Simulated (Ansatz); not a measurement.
Base system: Ta in the bcc (W type) structure (space group Im-3m, No. 229; a = 3.320 Å; relaxed with 0.1 eV smearing).

The values are results of PBE (Ansatz, an electronic-structure program; PAW; 420 eV plane waves; no spin-orbit coupling), not measurements.

For the base:

The pressure is 0.0 GPa.

The change: the cell is scaled by 0.9700 in all directions, atoms relaxed at fixed cell.

Problem. How does this affect the energy relative to the base and pressure?

Solution. The energy goes up by 98 meV/atom; the pressure goes from zero to 21.0 GPa.

The cells carry an imposed strain or load. Stability against distortions was not tested. All final runs are without spin polarisation.
